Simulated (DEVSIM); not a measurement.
System: abrupt Ge n-p junction, at 300 K.

```csv
layer (left to right),material,thickness (μm),Nd (cm⁻³),Na (cm⁻³),τn (s),τp (s)
1,Ge,84.0,1.2e17,-,8.9e-6,8.9e-6
2,Ge,1.10,-,1.1e16,8.9e-6,8.9e-6
```

Left contact: ohmic. Right contact: ohmic. Voltage is applied to the left contact. Recombination: SRH at mid-gap, Auger. Mobility is constant in doping.

The device is made up for the run: typed textbook-type constants, with dimensions and the other settings drawn at random. Values at 300 K.

| parameter | Ge |
|---|---|
| gap (eV) | 0.664 |
| affinity (eV) | 4 |
| permittivity | 16 |
| Nc (cm⁻³) | 1.04e19 |
| Nv (cm⁻³) | 6e18 |
| μn (cm²/Vs) | 3900 |
| μp (cm²/Vs) | 1900 |
| Cn (cm⁶/s) | 1e-31 |
| Cp (cm⁶/s) | 1e-31 |

Model (solved in DEVSIM): 1D drift-diffusion, Boltzmann statistics, complete ionisation; no tunnelling, impact ionisation, image-force lowering or self-heating.

The doping Na of layer 2 was swept, all else fixed.

```csv
doping Na of layer 2 (cm^-3),largest field in the device at zero bias (V/cm),dark forward voltage at 100 A/cm² (V),potential step across the device at zero bias (V)
3.3e14,16000,0.177,0.295
1.1e15,17000,0.203,0.326
3.3e15,20000,0.232,0.355
1.1e16,29000,0.263,0.386
3.3e16,46000,0.292,0.414
1.1e17,71000,0.324,0.445
3.3e17,92000,0.350,0.474
```

From the first row to the last the largest field in the device at zero bias goes from 16000 to 92000. From the first row to the last the dark forward voltage at 100 A/cm² goes from 0.177 to 0.350.
